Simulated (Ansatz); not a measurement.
Ansatz (an electronic-structure program), DFT, HSE06, plane waves, its default PAW files: fcc Cu, atoms displaced, 4 atoms. Basis and mesh were picked for this test and aren't claimed converged.

```yaml
cell: 3.62, 3.62, 3.62 Å; 90, 90, 90°
distance_to_the_nearest_atom: 2.51 to 2.53 Å
task: single point
k mesh: 4×4×4
hamiltonian.xc: hse06
kind_of_files: paw
scf.occupations.method: fermi_dirac
scf.occupations.width: 0.1 eV
output.forces: true
memory maximum (--max-ram): 200GiB
accuracy: medium (default)
basis.precision: auto (default)
basis.xc_grid: 2 (default)
scf.eigensolver.kind: auto (default)
scf.mixing.algorithm: auto (default)
scf.mixing.preconditioner: auto (default)
scf.convergence.dr2_threshold: 1e-07 (default)
scf.lower_state_search: light (default)
k-points after symmetry: 36
bands_at_the_start: 46
electrons: 76
plane waves at Γ: 925
cutoff (eV): 420
FFT grid: 25×25×25
symmetry_operations: 1
```

Machine: one whole node, Arm Neoverse V2, 96 cores on 1 socket, no SMT, 1 L3 cache group.

Wall times, medians of two to five repeats, each run alone on the node (launch to exit). Unless noted, each process is bound to its own block of adjacent cores. Build: release build for Arm (Neoverse V2), one process with threads. Other compilers and libraries give other times. Scratch files lie in a memory file system.

Measured:

```tsv
cores	layout	wall time
8	8 threads	10.9 s
16	16 threads	7.09 s
24	24 threads	5.67 s
48	48 threads	4.28 s
64	64 threads	4.06 s
```

Question: Fit T(p) = s + w/p to these times and predict the runs with 32 threads and with 88 threads. How well does the fit hold?

Answer: A fit of relative deviations gives s = 3.02 s and w = 63.6 core-seconds; it misses the rows shown by at most 2 %.

| cores | layout | fit | measured | measured against fit |
|---|---|---|---|---|
| 32 | 32 threads | 5.01 s | 5.11 s | +2 % |
| 88 | 88 threads | 3.75 s | 4.00 s | +7 % |

Efficiency, counted from 8 cores, is near one half at 32 cores. The time no longer falls beyond 48 cores (4.3 s; the least measured is 4.0 s on 88, level within 8 % or the scatter of repeats). The share that grows most is that of set-up and steps outside the phases: from 8.7 % of the time on 8 cores to 27 % on 88. The largest part on 88 cores, set-up and steps outside the phases, takes 0.95 s on 8 and 1.1 s there.

Keys are those of Ansatz 0.2.
